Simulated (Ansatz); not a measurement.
Structure of amorphous Pb$_{24}$Si$_{24}$O$_{72}$ (periodic cell):

```xyz
120
Lattice="12.2482 -0.0620 -0.2235 -0.0620 12.8697 -0.0098 -0.2235 -0.0098 12.3037" Properties=species:S:1:pos:R:3 pbc="T T T"
Pb     7.9984     7.2363     8.7304
Pb     1.0241     8.3035     1.4214
Pb     6.2434     0.4344     8.0451
Pb     0.3508    11.6895    10.6514
Pb     4.5195     1.6968    -0.0554
Pb     7.4061    12.6108     1.9594
Pb     8.6824     8.2766     3.5804
Pb    11.3863     5.0621     9.1986
Pb     8.5310     3.5167     8.4375
Pb     2.3924     4.9874    11.5534
Pb     4.7887    -0.0126     4.9256
Pb     8.6799     0.6056     5.2939
Pb     2.4750     4.4683     7.3247
Pb     4.6130     8.9350     3.6091
Pb    11.6082     4.2246     2.2274
Pb    11.8736     2.4691     5.7141
Pb     6.9570     4.1203     1.3039
Pb    11.2813    11.0301     3.8026
Pb    10.3945     9.6141     7.3355
Pb     9.8529     9.9871     0.5703
Pb     2.1400    10.3074     6.2299
Pb     8.0229    10.4815    10.1425
Pb     8.1558     1.0208    11.2754
Pb     9.5299     5.5484    11.9431
Si     1.3206     1.4744     2.8604
Si     5.0442     8.3758     6.8116
Si    11.3221     8.3571    10.5018
Si     3.7067     3.5283     2.7995
Si     5.7243     5.2810     7.2385
Si     4.6252    11.9015    10.3509
Si     2.8914     1.3924     7.6137
Si     0.5971     1.9869     9.2760
Si     7.3551    10.2960     6.1157
Si    10.0886     5.9774     6.1409
Si     4.3586    11.0751     1.1044
Si     2.1626     6.2200     3.4851
Si     7.1758     7.8682     0.2826
Si     0.5924     7.2393     5.8343
Si     3.7467     9.3047     9.3977
Si     8.6915     4.0269     4.1767
Si    11.3468     0.2129     0.9494
Si     4.9295     3.3355     9.3482
Si    11.3909     2.5843    11.5199
Si     5.8256     3.1701     5.0167
Si     1.5040     7.3297     8.9107
Si     4.1348     8.1776     0.0223
Si     2.1598    11.5713     2.9631
Si    10.5721     0.2582     7.6892
O      7.8028     8.7830     1.4944
O     10.1015     8.7989     9.5005
O     10.5286     4.7272     7.1065
O     10.8347     7.4040    11.7381
O      3.1115    10.7803     4.0644
O     10.4189    12.5520     2.2053
O      7.2619     8.5735    11.1559
O      3.8681     2.5829     8.2937
O      4.9284     9.0182     8.3121
O      3.4918    10.8983     9.6524
O      0.1577     7.5923     9.7752
O      1.7793     0.9428     8.7837
O      2.3512     6.0868     9.4607
O      4.6116    11.6234    11.9695
O      5.1202     6.7520     6.8780
O      9.0252     4.1378     2.5932
O     10.4107     9.3547     2.6590
O      8.9648     0.6481     7.6533
O     11.4369     1.5752     8.2713
O      5.1803     4.2539     6.0694
O      2.3282     8.7545     8.7624
O      9.3721     2.7694     4.9560
O      3.7754     8.7906     5.8953
O     10.9046    11.7997     8.5367
O      4.5487     3.8899     1.4782
O      2.9058     7.5954     3.0508
O      1.8988     0.1684     3.7076
O      8.1949    11.9170     0.0465
O      4.1590     8.5930    10.7716
O      6.3257     1.7849     5.6899
O      3.0358    11.9192     1.6022
O      4.2869     3.5332    10.8277
O     10.6796     1.5942     0.2163
O      0.8774     6.0965     2.4864
O      0.8362    10.7236     2.6266
O      6.3756    11.6224     6.0754
O     11.0039     0.2667     6.0766
O      0.2599     2.3729     3.6781
O      5.5357    11.1942     2.1908
O      0.6250     0.8159     1.5305
O      2.5795     2.4069     2.3743
O      9.0715     5.4272     4.9624
O      1.0003     3.5248     8.9729
O      4.9467     4.8454     8.6258
O      2.8629     7.1935     0.1264
O      6.4099     2.6834     9.3272
O      9.5291     7.2736     6.9442
O      3.7674     9.5315     0.9303
O     -0.0711     9.6160    11.4063
O      3.8284     0.1757     7.0619
O      9.0318     5.5308     9.7428
O      6.8725     1.6600     0.5354
O      7.3109     5.2564     7.4126
O     10.3348     3.2223    10.4690
O      3.0602     4.8481     3.4959
O     11.3957     6.5027     5.2561
O     11.1162    11.9642    12.0692
O      0.6257     8.8161     5.5204
O      8.3463    10.2281     4.8179
O      0.9325     6.9183     7.4238
O      4.4167     0.5962    10.1479
O      7.0120     3.9147     4.1631
O      6.0584    11.5300     9.6868
O      0.1438     3.7697     0.3291
O      1.7042     6.3040     5.0718
O      6.4018     8.9047     6.0726
O      4.6366     2.7776     3.9487
O      0.2929     1.7512    10.8903
O      2.0850     2.2118     6.4601
O      8.2132    10.2184     7.5182
O      7.7343     6.3208     0.3082
O      5.5430     7.6251     0.6008
```

These are PBE-D3(BJ), scalar-relativistic without spin-orbit coupling (plane waves to 420 eV, PAW; Ansatz, a quantum-chemistry and plane-wave program) values and carry that method's errors.

It comes from a melt-quench run on a machine-learned potential (CHGNet), relaxed afterwards by DFT. O atoms were pushed apart under 1.9 Å during the dynamics, to hinder bonds among them. The hot cell started wider than the set density and was brought back towards it in steps. It is the lowest in DFT energy of 4 quenches. It is a model cell: composition and starting density were chosen by hand, and all elements were melted together. The geometry includes D3(BJ) dispersion. Its density started from a set value of 5.71 and ended at 5.82 g/cm³. The simulated quench (nominally 110 K/ps over its main leg) is rapid and tends to freeze in more defects than a deposited or slowly cooled glass has. One small periodic cell is one sample of the glass; other quenches scatter about these values. Volume and shape were free in the relaxation.

Neighbours within Pb-Pb 3.21 Å, Pb-Si 2.83 Å, Pb-O 2.84 Å, Si-Si 2.60 Å, Si-O 1.90 Å, O-O 1.58 Å count as bonded. Two cations that share two anions don't count as bonded, nor two that share one unless they lie closer than Pb-Pb 3.12 Å, Pb-Si 2.75 Å, Si-Si 2.38 Å.

**Question.** Give the coordination numbers, mean bond lengths and angles.

**Answer.** 
| Property | Result |
|---|---|
| Mean coordination of Pb by anions | 4.04 (8 with 3, 9 with 4, 6 with 5, 1 with 7) |
| Mean coordination of Si by anions | 4.00 (24 with 4) |
| Mean coordination of O | 2.68 (29 with 2, 37 with 3, 6 with 4) |
| Mean Pb-O bond | 2.469 Å (spread 0.170 Å, 97 counted) |
| Mean Si-O bond | 1.641 Å (spread 0.023 Å, 96 counted) |
| Bond angle at Pb | mean 99.3°, spread 27.1° |
| Bond angle at Si | mean 109.4°, spread 3.9° |
| Bond angle at O | mean 117.6°, spread 19.0° |

**Question.** List the pairs of like atoms that count as bonded by the rules above.

**Answer.** There are none by these rules.
